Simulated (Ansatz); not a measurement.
**Cd2TeSe (P-4m2, No. 115, 4 atoms in the cell; start mp-1226952)**

The numbers are results of PBEsol (Ansatz, a first-principles code, PAW), not measurements.

Run with plane-wave cutoff 520 eV, 8×8×6 k mesh (along the axes of the cell as run), Fermi–Dirac smearing 0.01 eV, scalar-relativistic PAW data made under PBE.

Cell (relaxed at this level):

```
Cd2SeTe
1.0
    4.45130     0.00000     0.00000
    0.00000     4.45130     0.00000
    0.00000     0.00000     6.26852
Cd Te Se
2 1 1
Cartesian
  2.22565   0.00000   4.81150
  0.00000   2.22565   1.45702
  0.00000   0.00000   3.13426
  2.22565   2.22565   0.00000
```

- band gap: 0.40 eV

Spin–orbit coupling is not included; with these elements it can move the gap by several tenths of an eV or more.

Computed values are for the static lattice.

Computing time: about 60 core-seconds (a rough figure).

A start named mp-… is a Materials Project structure, which need not be a measured phase.
